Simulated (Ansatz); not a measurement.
**Hypothetical anti-CdI2 type Sr2C: Sr → Ba**

The reference is Sr2C in the anti-CdI2 type structure (space group P-3m1, No. 164; a = 4.132 Å, c = 6.721 Å; a hypothetical phase, not in the database extracts checked; layered, stacked along the Cartesian z axis).

It is then changed as follows: Ba takes the place of Sr on all its sites; the structure is relaxed again.

Method: r2SCAN+rVV10 (Ansatz, a first-principles code; PAW; 500 eV plane waves; spin-orbit coupling left out). Γ-centred 13×13×7 mesh, Fermi–Dirac width 0.05 eV.

```
quantity                base          changed        shift
-----------  ---------------  ---------------  -----------
density           3.13 g/cm³       4.34 g/cm³  +1.21 g/cm³
c/a ratio              1.627            1.810       +0.183
space group  P-3m1 (No. 164)  P-3m1 (No. 164)            –
band gap                zero             zero            –
```

Cost of the whole job for the changed cell (relaxation, final SCF and bands): roughly 5 core-minutes.

Whether these cells are dynamically stable was not tested. As relaxed here, Ba2C is a hypothetical phase, not in the database extracts checked. All final runs are without spin polarisation. A zero or small gap of Sr2C can be the functional's error rather than a property of the material.
